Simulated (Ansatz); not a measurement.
Functionals compared on the (331) surface of diamond, H on every dangling bond (bottom of the slab: built like the top, H on every dangling bond, free), in Ansatz (plane waves, PAW). The structure was relaxed with PBE; the other rows are single points on it. Cutoff 420 eV (500 eV for r2SCAN). HSE06 used the coarser mesh 3x3x1.

Model: 56-atom slab, 10.5 Å thick at the start with caps and adatoms (thin: gaps and levels are the slab's own), 5x4x1 mesh, Fermi-Dirac 0.025 eV, dipole correction, 12 atoms held, the rest relaxed; start symmetry kept, larger cells not searched; no spin, no spin-orbit, no U. These notes are the PBE run's.

```
functional  gap of the slab on its k-mesh (eV)  highest filled level below the top vacuum level (eV)         rough cost of the single point
----------  ----------------------------------  ----------------------------------------------------  -------------------------------------
PBE                                       2.41                                                  3.34                                      –
r2SCAN                                    2.86                                                  3.38  about 3 core-minutes (a rough figure)
```

Ansatz is a program for electronic structure.
